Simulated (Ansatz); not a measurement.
# Several settings converged on Zr2Au (I4/mmm, 3 atoms in the cell)

```
Zr2Au
1.0
   -1.65513     1.65513     5.84295
    1.65513    -1.65513     5.84295
    1.65513     1.65513    -5.84295
Zr Au
2 1
Direct
  0.65970   0.65970   0.00000
  0.34030   0.34030   0.00000
  0.00000   0.00000   0.00000
```

Base method: LDA (PW92), default PAW files made with PBE (plane waves; Ansatz, a program for electronic structure).

Base settings: basis.ecutwfc = 420 eV; kpoints.mp_grid.grid = 12 12 12; hamiltonian.xc = lda; hamiltonian.pseudopotentials = {kind: paw} (the program's default PAW files); scf.occupations.method = fermi_dirac; scf.occupations.width = 0.1 eV.

Core times come from one kind of shared machine, to one figure; runs under 30 s give none.

**Zone-centre phonons against the mesh**

In this ladder: phonons.method = dfpt.

Frequencies are those of the unrelaxed cell, without the LO-TO term of polar crystals.

Only quantities that move along the ladder and can be compared are tabulated.

| kpoints.mp_grid.grid | highest zone-centre frequency (cm⁻¹) | lowest optical frequency (cm⁻¹) | core time / last (rough) |
|---|---|---|---|
| 4 4 4 | 204.4 | 79.3 | 0.09 |
| 6 6 6 | 194.4 | 71.4 | 0.2 |
| 9 9 9 | 192.9 | 70.7 | 0.6 |
| 11 11 11 | 194.0 | 70.4 | 1 |

Coarsest kpoints.mp_grid.grid that holds the lowest optical frequency within 2 cm⁻¹ of the last step, with all finer ones: 6 6 6, at about 0.2 of the last step's time; the step before is off by 8.9 cm⁻¹.

Coarsest kpoints.mp_grid.grid that holds the highest zone-centre frequency within 5 cm⁻¹ of the last step, with all finer ones: 6 6 6, at about 0.2 of the last step's time; the step before is off by 10 cm⁻¹.

**The force threshold of a relaxation**

On Zr₂Au (I4mm, 3 atoms in the cell): one atom moved by 0.15 angstrom.

In this ladder: relax = atoms.

The mesh stays at the base's, so the ladder's end is converged at best in this setting alone.

Only quantities that move along the ladder and can be compared are tabulated.

| relax.f_tol | free energy less the last step's (meV/atom) | largest force left (eV/Å) | relaxation steps | core time / last (rough) |
|---|---|---|---|---|
| 0.2 eV/Å | 0.57 | 0.0805 | 3 | 0.6 |
| 0.05 eV/Å | 0.00 | 0.0037 | 4 | 0.8 |
| 0.02 eV/Å | 0.00 | 0.0053 | 5 | 0.8 |
| 0.005 eV/Å | 0.00 | 0.0005 | 5 | 0.9 |
| 0.001 eV/Å | 0.00 | 0.0002 | 6 | 1 |

Coarsest relax.f_tol that holds the largest force left within 0.02 eV/Å of the last step, with all finer ones: 0.05 eV/Å; the step before is off by 0.080 eV/Å.

Coarsest relax.f_tol that holds the free energy within 0.2 meV/atom of the last step, with all finer ones: 0.05 eV/Å; the step before is off by 0.57 meV/atom.

On the base run: the starting cell comes from a database of computed structures (which also holds hypothetical and non-ambient phases and stackings), without a prior relaxation at this level. Its lattice was rescaled by up to half a per cent. In the base run, with a pressure of about -8 GPa the cell is away from its equilibrium volume at this level.

Keys are those of Ansatz 0.2.
